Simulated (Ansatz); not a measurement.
Ga$_{2}$O$_{3}$ in the corundum structure (space group R-3c, No. 167)

```cif
data_Ga12O18
_chemical_formula_sum 'Ga12 O18'
_space_group_name_H-M_alt 'R-3c :H'
_space_group_IT_number 167
_space_group_name_Hall '-R 3 2"c'
_cell_length_a 5.05769
_cell_length_b 5.05769
_cell_length_c 13.62302
_cell_angle_alpha 90.000
_cell_angle_beta 90.000
_cell_angle_gamma 120.000
loop_
_atom_site_label
_atom_site_type_symbol
_atom_site_symmetry_multiplicity
_atom_site_Wyckoff_symbol
_atom_site_fract_x
_atom_site_fract_y
_atom_site_fract_z
_atom_site_occupancy
Ga1 Ga 12 c 0.00000 0.00000 0.14416 1
O1 O 18 e 0.30313 0.30313 0.25000 1
```
(The calculation used a cell of 10 atoms; values per cell refer to that cell.)

Method: PBE (Ansatz, an electronic-structure program, PAW, no spin-orbit coupling). Γ-centred 8×8×8 mesh, Fermi–Dirac width 0.05 eV.

```yaml
volume_per_atom: 10.06 Å³
density: 6.19 g/cm³
band_gap: 2.40 eV, indirect, Γ–S₀ (50 % along) → Γ
electron_mass: 0.21 mₑ
Lowest conduction-band minima above the VBM: Γ 2.40 eV
total_energy: -1853.981 eV/atom (σ→0; compares only within this code and set-up)
```

Masses are band curvatures over ±0.01 Å⁻¹ around the edge. No phonon test of stability was made.
